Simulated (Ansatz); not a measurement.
Spinel GeFe₂O₄ was calculated with BLYP (plane waves, PAW; Ansatz, an electronic-structure program).

Numerical settings: plane-wave cutoff 520 eV, 12×12×12 k mesh, Fermi–Dirac smearing 0.05 eV, spin-polarised with parallel moments, scalar-relativistic PAW data made under PBE.

The cell is scaled about its equilibrium volume:

```
V (Å³/atom)  P (GPa)  moment (μB per cell of 14 atoms)
-----------  -------  --------------------------------
10.694          7.17                             16.00
10.917          3.38                             16.00
11.140          0.00                             16.01
11.363         -3.02                             16.01
11.586         -5.72                             16.02
```

Note: the magnetic order was assumed, not searched for or taken from measurement; functionals without U or exact exchange can leave correlated insulators metallic, so the missing gap need not be real.
